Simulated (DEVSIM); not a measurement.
System: abrupt Si n-p junction, at 300 K.

Layer 1 from the left is Si, thickness (μm) 0.280, Nd (cm⁻³) 3.1e16, τn (s) 0.0009, τp (s) 0.0009. Layer 2 from the left is Si, thickness (μm) 35.0, Na (cm⁻³) 4.6e17, τn (s) 0.0009, τp (s) 0.0009.

Left contact: ohmic. Right contact: ohmic. Voltage is applied to the left contact. Recombination: SRH at mid-gap, Auger. Mobility is constant in doping.

This is a model device: material constants are rounded textbook-type values typed into the input, and sizes, dopings and lifetimes were drawn at random. Values at 300 K.

Si: gap (eV) 1.124, affinity (eV) 4.05, permittivity 11.7, Nc (cm⁻³) 2.86e19, Nv (cm⁻³) 3.1e19, μn (cm²/Vs) 1417, μp (cm²/Vs) 470, Cn (cm⁶/s) 2.8e-31, Cp (cm⁶/s) 9.9e-32.

Simulated with DEVSIM: 1D drift-diffusion, Boltzmann statistics, complete ionisation; no tunnelling, impact ionisation, image-force lowering or self-heating.

Q: What does the simulation give for the dark forward voltage at 1 A/cm², the potential step across the device at zero bias, the largest field in the device at zero bias?

A: dark forward voltage at 1 A/cm² 0.560 V; potential step across the device at zero bias 0.839 V; largest field in the device at zero bias 85000 V/cm.
